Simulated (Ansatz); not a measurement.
These are PBE (plane waves to 420 eV, PAW; Ansatz, a quantum-chemistry and plane-wave program) values and carry that method's errors.

Plane-averaged electrostatic potential energy along the normal, in eV from the Fermi level, for the (111)B surface of zinc-blende ZnS, S-terminated, 2x2 with 1 H on 4 top atoms (bottom of the slab: 2 H on 4 bottom sites):

(z (Å), V (eV)): (3.54, 6.54); (3.83, 6.54); (4.13, 6.54); (4.42, 6.54); (4.72, 6.54); (5.01, 6.54); (5.31, 6.54); (5.60, 6.54); (5.90, 6.53); (6.19, 6.52); (6.49, 6.51); (6.78, 6.46); (7.08, 6.35); (7.38, 6.10); (7.67, 5.39); (7.96, 5.03); (8.26, 5.12); (8.55, 4.17); (8.85, 2.19); (9.14, 0.22); (9.44, -1.65); (9.73, -4.21); (10.03, -7.23); (10.32, -7.92); (10.62, -6.80); (10.91, -3.79); (11.21, 0.78); (11.50, 3.11); (11.80, 3.24); (12.09, 1.42); (12.39, -1.80); (12.68, -4.70); (12.98, -7.21); (13.27, -8.44); (13.57, -6.68); (13.86, -4.09); (14.16, -1.21); (14.46, 2.38); (14.75, 3.71); (15.04, 3.27); (15.34, 0.78); (15.63, -2.51); (15.93, -5.37); (16.22, -7.94); (16.52, -8.16); (16.81, -5.76); (17.11, -3.13); (17.40, 0.37); (17.70, 3.38); (17.99, 4.02); (18.29, 3.10); (18.58, 0.14); (18.88, -3.17); (19.18, -6.12); (19.47, -8.10); (19.77, -7.34); (20.06, -4.51); (20.36, -1.57); (20.65, 2.04); (20.95, 4.31); (21.24, 5.29); (21.54, 5.94); (21.83, 6.18); (22.12, 6.27); (22.42, 6.31); (22.71, 6.32); (23.01, 6.33); (23.30, 6.33); (23.60, 6.33); (23.89, 6.33); (24.19, 6.33); (24.48, 6.33); (24.78, 6.33); (25.07, 6.33); (25.37, 6.33)

Model: 35-atom slab, 13.2 Å thick at the start with caps and adatoms (thin: gaps and levels are the slab's own), 3x3x1 mesh, Fermi-Dirac 0.025 eV, dipole correction, 8 atoms held, the rest relaxed; start symmetry kept, larger cells not searched; spin-polarised, no spin-orbit, no U. The slab shows no gap over 0.04 eV on its mesh. The starting moment vanished. It is one candidate, not shown to be the stable structure of the face.

The vacuum level lies 6.33 eV above the Fermi level over the top face and 6.54 eV above it under the bottom face.
